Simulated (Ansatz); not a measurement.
# Pressure series in BP

Base system: BP in the zinc blende structure (space group F-43m, No. 216; a = 4.537 Å).

Cell and atoms are relaxed at each pressure.

Computed with Ansatz (a first-principles code), r2SCAN, PAW, cutoff 500 eV, spin-orbit coupling left out.

Candidates:
(a) pressure 4.5 GPa
(b) pressure −2 GPa
(c) pressure 9 GPa

Before the change:

- Band gap: 1.41 eV

### Question
Order them by band gap, lowest first.

### Answer
(c) pressure 9 GPa (1.34 eV), (a) pressure 4.5 GPa (1.37 eV), (b) pressure −2 GPa (1.43 eV)

Load acts through the strain it causes; cell and atoms are relaxed under it. Whether these cells are dynamically stable was not tested. Competing high-pressure phases were not computed.
